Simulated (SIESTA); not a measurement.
A relaxation of the atoms of AgS2Au2 (P1, 10 atoms in the cell) with SIESTA.

Level of theory: LDA PW92, numerical atomic orbitals DZP, PseudoDojo LDA standard norm-conserving potentials (rewritten from UPF to PSML) (SIESTA).

The change in words: atoms moved at random; MD.TypeOfRun: default → FIRE; MD.Steps: default → 40; MD.MaxForceTol: default → 0.03 eV/Ang. Reference geometry:
```yaml
crystal:
  lattice:
    - [7.18355, 0.00000, 0.00000]
    - [0.00000, 4.38989, 0.00000]
    - [-0.11542, 0.00000, 7.06829]
  atoms:
    - { symbol: Ag, position: [0.40214, 0.23690, 0.35400] }
    - { symbol: Ag, position: [0.40214, 0.76310, 0.85400] }
    - { symbol: S, position: [0.02746, 0.82958, 0.00561] }
    - { symbol: S, position: [0.02746, 0.17042, 0.50561] }
    - { symbol: S, position: [0.45062, 0.73592, 0.50978] }
    - { symbol: S, position: [0.45062, 0.26408, 0.00978] }
    - { symbol: Au, position: [0.75299, 0.10404, 0.00007] }
    - { symbol: Au, position: [0.75299, 0.89596, 0.50007] }
    - { symbol: Au, position: [0.99179, 0.50099, 0.25554] }
    - { symbol: Au, position: [0.99179, 0.49901, 0.75554] }
```

Reference input (self-consistent single point, DFT, LDA PW92, numerical atomic orbitals DZP, PseudoDojo LDA standard norm-conserving potentials (rewritten from UPF to PSML)): XC.functional = LDA; XC.authors = PW92; potentials = PseudoDojo LDA standard; PAO.BasisSize = DZP; PAO.EnergyShift = 0.005 Ry; MeshCutoff = 300 Ry; kgrid.MonkhorstPack = 3 5 3; OccupationFunction = FD; ElectronicTemperature = 0.1 eV; MaxSCFIterations = 150; SCF.Mixer.Method = Pulay; SCF.Mixer.Weight = 0.25. This run's input differs from it in these lines:

```diff
@@ -19,12 +19,12 @@
 %block AtomicCoordinatesAndAtomicSpecies
-     2.847932862    1.039965415    2.502175722  1
-     2.790223362    3.349926585    6.036322222  1
-     0.196612673    3.641766605    0.039653124  2
-     0.138903173    0.748125395    3.573799624  2
-     3.178211201    3.230609321    3.603274406  2
-     3.235920701    1.159282679    0.069127906  2
-     5.409130223    0.456724364    0.000494781  3
-     5.351420723    3.933167636    3.534641281  3
-     7.095074916    2.199291993    1.806231593  3
-     7.037365416    2.190600007    5.340378093  3
+     2.848349286    1.047919899    2.548381153  1
+     2.793516219    3.332784057    6.008876040  1
+     0.198255355    3.639887732    0.053874529  2
+     0.139122255    0.768428645    3.564342248  2
+     3.187007255    3.247018737    3.646178944  2
+     3.221943470    1.129282157    0.033814714  2
+     5.401960770    0.483195412   -0.024124084  3
+     5.358262811    3.903948515    3.503201513  3
+     7.094827055    2.209766275    1.840767273  3
+     7.037550658    2.187224180    5.330793488  3
 %endblock AtomicCoordinatesAndAtomicSpecies
@@ -50,2 +50,5 @@
 Diag.ParallelOverK           true
+MD.TypeOfRun                 FIRE
+MD.Steps                     40
+MD.MaxForceTol               0.03 eV/Ang
 WriteForces                  true
```

Log, with long lists cut:

```
        iscf     Eharris(eV)        E_KS(eV)     FreeEng(eV)     dDmax    Ef(eV) dHmax(eV)
   scf:    1   -25528.082647   -25644.842888   -25645.043502  1.016323 -2.519552 20.934176
   scf:    2   -25687.854250   -25685.901163   -25686.021151  0.518725 -3.869936  9.925022
   scf:    3   -25686.686304   -25690.149207   -25690.371445  0.417167 -4.248814  3.529165
   scf:    4   -25691.158642   -25691.216701   -25691.420554  0.080808 -4.383040  0.974688
   scf:    5   -25691.309350   -25691.289290   -25691.501359  0.038358 -4.451507  0.379941
   [... 6 lines left out ...]
   scf:   12   -25691.304003   -25691.303997   -25691.516922  0.000159 -4.534977  0.000519
   scf:   13   -25691.304008   -25691.304002   -25691.516922  0.000115 -4.535178  0.000326
   scf:   14   -25691.304004   -25691.304003   -25691.516922  0.000016 -4.535205  0.000143
   scf:   15   -25691.304003   -25691.304003   -25691.516922  0.000005 -4.535212  0.000105
SCF Convergence by DM+H criterion
max |DM_out - DM_in|         :     0.0000051350
max |H_out - H_in|      (eV) :     0.0001046892
SCF cycle converged after 15 iterations

Using DM_out to compute the final energy and forces

siesta: E_KS(eV) =           -25691.3040

siesta: E_KS - E_eggbox =    -25691.3040

siesta: Atomic forces (eV/Ang):
     1   -0.096854    0.002755   -0.204471
   [... lines left out ...]
outcell: Cell volume (Ang**3)        :    222.8986
        iscf     Eharris(eV)        E_KS(eV)     FreeEng(eV)     dDmax    Ef(eV) dHmax(eV)
siesta: FreeEng =    -25691.653920
siesta: Cell volume =        222.898557 Ang**3
siesta:         -50.88158634        -51.53350726  kBar
   [... lines left out ...]

              0.134   0.124   0.142
   9 18.902   1.995   1.279  -0.362   1.996   1.993   1.999   0.226   0.235
              0.144   1.782   1.619   1.767   1.778   1.774   0.136   0.144

              0.119   0.134   0.143
  10 18.902   1.995   1.278  -0.361   1.996   1.993   1.999   0.226   0.235
              0.145   1.783   1.618   1.766   1.779   1.774   0.136   0.144

              0.119   0.133   0.143

mulliken: Qtot =      138.000

Mulliken Atomic Populations:
Atom #   charge [q] valence [e]  Species
     1     0.017628   18.982372  Ag
     2     0.016472   18.983528  Ag
     3    -0.081299    6.081299  S
     4    -0.081645    6.081645  S
     5    -0.091855    6.091855  S
     6    -0.092588    6.092588  S
     7     0.059100   18.940900  Au
     8     0.058186   18.941814  Au
     9     0.098214   18.901786  Au
    10     0.097787   18.902213  Au
 Total     0.000000
```

The relaxation ended unconverged. 

The starting cell comes from a database of computed structures (which also holds hypothetical and non-ambient phases and stackings), without a prior relaxation at this level. Its lattice was rescaled by a random factor within 2.5 % of one. For this run, on top of that: atoms moved at random. Values carry the incompleteness of an atom-centred basis.

Cost on one core of a shared machine: roughly 20 min.
